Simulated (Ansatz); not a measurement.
The reference is HgS in the zinc blende structure (space group F-43m, No. 216).

```
CELL_PARAMETERS angstrom
      0.00000     2.93793     2.93793
      2.93793     0.00000     2.93793
      2.93793     2.93793     0.00000
ATOMIC_POSITIONS crystal
  Hg 0.00000 0.00000 0.00000
  S  0.25000 0.25000 0.25000
```

Cartesian axes are those of the cell as printed.

Level of theory: PBEsol (Ansatz, a first-principles code, PAW, scalar-relativistic without spin-orbit coupling).

Before the change:

| Property | Value |
|---|---|
| Pressure | 0.0 GPa |
| Shortest interatomic distance | 4.808 bohr |

The change: biaxial strain −0.42 %, plane normal [111], relaxed out of plane (Cartesian); in-plane vectors clamped, the third vector and the atoms free.

Problem. What does the calculation give for the energy relative to the base after the change?

Solution. The energy hardly moves.

Problem. Predict the new pressure.

Solution. The pressure (mean of the normal stresses, compression positive) goes from zero to 0.3 GPa.

Problem. Estimate the effect on the shortest interatomic distance.

Solution. The shortest interatomic distance decreases by 0.010 bohr to 4.798 bohr.

Stability against distortions was not tested. All final runs are without spin polarisation.
